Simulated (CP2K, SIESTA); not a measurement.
A SIESTA input for a self-consistent single point of GaPt (P2_13, 8 atoms in the cell) (DFT, GGA PBEsol, numerical atomic orbitals DZP, PseudoDojo PBEsol standard norm-conserving potentials (rewritten from UPF to PSML)):

```
# files in the folder: Ga.psml Pt.psml (PseudoDojo PBEsol standard)
SystemName  GaPt
SystemLabel siesta

NumberOfAtoms                8
NumberOfSpecies              2
%block ChemicalSpeciesLabel
  1 31 Ga
  2 78 Pt
%endblock ChemicalSpeciesLabel
LatticeConstant              1.0 Ang
%block LatticeVectors
     4.801244000    0.000000000    0.000000000
     0.000000000    4.801244000    0.000000000
     0.000000000    0.000000000    4.801244000
%endblock LatticeVectors
AtomicCoordinatesFormat      Ang
%block AtomicCoordinatesAndAtomicSpecies
     0.446419667    0.446419667    0.446419667  1
     1.954202333    4.354824333    2.847041667  1
     2.847041667    1.954202333    4.354824333  1
     4.354824333    2.847041667    1.954202333  1
     1.917760891    1.917760891    1.917760891  2
     0.482861109    2.883483109    4.318382891  2
     4.318382891    0.482861109    2.883483109  2
     2.883483109    4.318382891    0.482861109  2
%endblock AtomicCoordinatesAndAtomicSpecies

XC.functional                GGA
XC.authors                   PBEsol
PAO.BasisSize                DZP
PAO.EnergyShift              0.01 Ry
MeshCutoff                   400 Ry
%block kgrid.MonkhorstPack
    5   0   0  0.0
    0   5   0  0.0
    0   0   5  0.0
%endblock kgrid.MonkhorstPack
OccupationFunction           MP
OccupationMPOrder            0
ElectronicTemperature        200.0 meV

MaxSCFIterations             150
SCF.Mixer.Method             Broyden
SCF.Mixer.Weight             0.1
SCF.Mixer.History            8
SCF.DM.Tolerance             1.0E-04
Diag.ParallelOverK           true
WriteForces                  true
Charge.Mulliken              end
```

Task: Give the CP2K input for the same structure, mesh, smearing and functional.

Result: One input that does it (others would too):

```
&GLOBAL
  PROJECT scf
  RUN_TYPE ENERGY_FORCE
  PRINT_LEVEL MEDIUM
&END GLOBAL
&FORCE_EVAL
  METHOD Quickstep
  STRESS_TENSOR ANALYTICAL
  &DFT
    BASIS_SET_FILE_NAME BASIS_MOLOPT_UZH
    POTENTIAL_FILE_NAME POTENTIAL_UZH
    &QS
      METHOD GPW
      EPS_DEFAULT 1E-10
    &END QS
    &MGRID
      CUTOFF 600
      REL_CUTOFF 50
      NGRIDS 5
    &END MGRID
    &SCF
      SCF_GUESS ATOMIC
      EPS_SCF 1E-7
      MAX_SCF 100
      ADDED_MOS 20
      &DIAGONALIZATION
        ALGORITHM STANDARD
      &END DIAGONALIZATION
      &MIXING
        METHOD BROYDEN_MIXING
        ALPHA 0.3
        NBUFFER 12
        BETA 1
      &END MIXING
      &SMEAR ON
        METHOD GAUSSIAN
        SIGMA [eV] 0.2
      &END SMEAR
    &END SCF
    &KPOINTS
      SCHEME MONKHORST-PACK 5 5 5
    &END KPOINTS
    &XC
      &XC_FUNCTIONAL
        &PBE
          PARAMETRIZATION PBESOL
        &END PBE
      &END XC_FUNCTIONAL
    &END XC
    &PRINT
      &MO
        EIGENVALUES T
        OCCUPATION_NUMBERS T
        NDIGITS 8
        FILENAME mo
        &EACH
          QS_SCF 0
        &END EACH
        ADD_LAST NUMERIC
      &END MO
      &MULLIKEN ON
      &END MULLIKEN
    &END PRINT
  &END DFT
  &SUBSYS
    &CELL
      A 4.80124400 0.00000000 0.00000000
      B 0.00000000 4.80124400 0.00000000
      C 0.00000000 0.00000000 4.80124400
      PERIODIC XYZ
    &END CELL
    &COORD
      SCALED
      Ga       0.09298000     0.09298000     0.09298000
      Ga       0.40702000     0.90702000     0.59298000
      Ga       0.59298000     0.40702000     0.90702000
      Ga       0.90702000     0.59298000     0.40702000
      Pt       0.39943000     0.39943000     0.39943000
      Pt       0.10057000     0.60057000     0.89943000
      Pt       0.89943000     0.10057000     0.60057000
      Pt       0.60057000     0.89943000     0.10057000
    &END COORD
    &KIND Ga
      BASIS_SET DZVP-MOLOPT-PBE-GTH-q13
      POTENTIAL GTH-PBE-q13
    &END KIND
    &KIND Pt
      BASIS_SET DZVP-MOLOPT-PBE-GTH-q18
      POTENTIAL GTH-PBE-q18
    &END KIND
  &END SUBSYS
  &PRINT
    &FORCES ON
    &END FORCES
    &STRESS_TENSOR ON
    &END STRESS_TENSOR
  &END PRINT
&END FORCE_EVAL
```

Basis, cutoffs, solver keys and any potentials are the target program's own. This input uses DFT PBEsol, GPW, DZVP-MOLOPT-PBE-GTH basis, GTH-PBE potentials (POTENTIAL_UZH).

The starting cell comes from a database of computed structures (which also holds hypothetical and non-ambient phases and stackings), without a prior relaxation at this level. Its lattice was rescaled by a random factor within 2.5 % of one. For this run, on top of that: lattice scaled by 0.98.
